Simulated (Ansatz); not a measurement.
Relaxation of the outer planes of the (100) surface of cubic BaZrO3 in its 1x1 cell (cut with top plane Ba + O, bottom plane Ba + O), relaxed from an ideal cut (the real face may reconstruct), outermost plane spacing 2.11 Å in the ideal cut (one of several cuts of this face), with 1 Ba, 1 O a cell over the bulk's ratio.

Method: PBE (plane waves to 420 eV, PAW; Ansatz, a program for electronic structure).

Set-up: 17 atoms, Ba4O10Zr3, 12.7 Å thick at the start; mesh 6x6x1; 0.025 eV smearing; dipole correction on; all atoms relaxed; held to the start's symmetry, so lower structures may exist; no spin, no spin-orbit, no U.

```csv
plane,atoms,bulk spacing to the next (Å),relaxed spacing (Å),change (%),rumpling (Å)
1,Ba + O,2.114,___,___,___
2,Zr + 2 O,2.114,2.166,2.5,0.03 (Zr outermost)
```

### Question
Fill in the missing entries.

### Answer

- 1, relaxed spacing (Å): 1.989
- 1, change (%): -5.9
- 1, rumpling (Å): 0.15 (O outermost)
